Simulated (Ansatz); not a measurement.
All values below come from PBE (plane waves to 420 eV, PAW; Ansatz, a program for electronic structure).

Planar average of the electrostatic potential across the slab, in eV from the Fermi level, for Si on the 1x1 (0001) surface of hcp Co, ferromagnetic, one in a 2x2 cell, started at the site 'hollow Co-Co-Co over Co at depth 2.0 Å':

```csv
z (Å),V (eV)
5.38,4.98
5.67,4.98
5.95,4.97
6.23,4.97
6.52,4.96
6.80,4.95
7.08,4.92
7.37,4.86
7.65,4.74
7.93,4.50
8.22,4.00
8.50,2.99
8.78,0.88
9.07,-4.86
9.35,-13.72
9.63,-19.74
9.92,-19.45
10.20,-13.06
10.48,-4.75
10.77,-1.56
11.05,-6.24
11.33,-14.76
11.62,-20.17
11.90,-19.15
12.18,-12.21
12.47,-3.82
12.75,-0.63
13.03,-4.14
13.32,-12.61
13.60,-19.33
13.88,-20.04
14.17,-14.36
14.45,-5.82
14.73,-1.35
15.02,-4.54
15.30,-12.85
15.58,-19.34
15.87,-19.81
16.15,-14.02
16.43,-5.60
16.72,-1.07
17.00,-1.24
17.28,-2.02
17.57,-1.77
17.85,-0.15
18.13,2.05
18.42,3.45
18.70,4.15
18.98,4.50
19.27,4.66
19.55,4.74
19.83,4.78
20.12,4.80
20.40,4.81
20.68,4.81
20.97,4.81
21.25,4.81
21.53,4.81
21.82,4.81
```

Slab: 17 atoms, 6.0 Å thick at the start under the adsorbate (thin: gaps and levels are the slab's own); k 7x7x1, smearing 0.1 eV, dipole-corrected; 8 atoms held, the rest relaxed; symmetry of the start imposed; spin-polarised, no spin-orbit, no U, no dispersion correction. At the end it is bonded to 3 Co. In PBE it is, or lies within 0.03 eV of, the lowest of the starts that converged.

The vacuum level lies 4.81 eV above the Fermi level over the top face and 4.98 eV above it under the bottom face.
